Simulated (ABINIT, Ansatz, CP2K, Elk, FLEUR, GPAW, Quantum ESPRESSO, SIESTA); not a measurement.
**ZnS (F-43m, 2 atoms in the cell) computed with different codes at matched settings**

Self-consistent single point, at a second geometry (lattice scaled by 0.98). First geometry:

```yaml
crystal:
  lattice:
    - [0.00000, 2.70500, 2.70500]
    - [2.70500, 0.00000, 2.70500]
    - [2.70500, 2.70500, 0.00000]
  atoms:
    - { symbol: Zn, position: [0.00000, 0.00000, 0.00000] }
    - { symbol: S, position: [0.25000, 0.25000, 0.25000] }
```

Shared settings, as Ansatz (a quantum-chemistry and plane-wave program) writes them: kpoints.mp_grid.grid = 7 7 7; scf.occupations.method = fermi_dirac; scf.occupations.width = 0.05 eV. Potentials and cutoffs stand in the table.

| code | model | ΔF from the first geometry (meV/atom) | pressure (GPa) | gap on the mesh (eV) | cutoff |
|---|---|---|---|---|---|
| ABINIT | PBE, PAW (JTH v2.0 PBE PAW) | 27.2 | 6.45 | 2.349 | 30 Ha |
| GPAW | PBE, GPAW PAW datasets PBE (gpaw-data 1.0.1) | 28.5 | 6.66 | 2.354 | 800 eV |
| FLEUR | PBE, all-electron FLAPW (FLEUR), scalar-relativistic valence | 30.0 | – | 2.362 | Kmax 4 1/bohr |
| Elk | PBE, all-electron FP-LAPW, Elk's shipped species files, default APW+lo basis | 29.7 | – | 2.287 | rgkmax 7 |
| Ansatz | PBE, default PAW files | 27.8 | 6.49 | 2.361 | default |
| SIESTA | GGA PBE, numerical atomic orbitals DZP, PseudoDojo PBE standard norm-conserving potentials (rewritten from UPF to PSML) | 17.9 | 5.73 | 2.802 | grid 350 Ry |
| Quantum ESPRESSO | PBE, PseudoDojo stringent norm-conserving (PBE) pseudopotentials | 27.6 | 6.55 | 2.364 | 85 Ry |
| CP2K | PBE, GPW, DZVP-MOLOPT-SR-GTH basis, GTH-PBE potentials (GTH_POTENTIALS) | 30.7 | 7.06 | 2.347 | grid 600 Ry |

A dash marks a value that a program does not give, or that is left out as unsure.

Gaps are read on the mesh.

The spread over the programs that give each value: ΔF from the first geometry within 12.8 meV/atom; pressure within 1.33 GPa; gap on the mesh within 0.515 eV.

SIESTA and CP2K use small atom-centred bases, whose incompleteness enters pressures, forces and empty levels differently from a plane-wave cutoff. FLEUR and Elk treat all electrons, but the usual bases taken here (sphere radii, linearisation, local orbitals, empty states) were not tested for convergence, so the values are no reference for the others. Ansatz's pressure is given at a fixed set of plane waves, as the other plane-wave codes print theirs; with its correction for the finite basis it is 6.57 GPa. In the gap, SIESTA (by 0.445) lies more than 0.12 eV from the median of the plane-wave programs.

The starting cell has typed, rounded lattice constants, without a prior relaxation at this level. For this run, on top of that: lattice scaled by 0.98.

Keys are those of Ansatz 0.2.
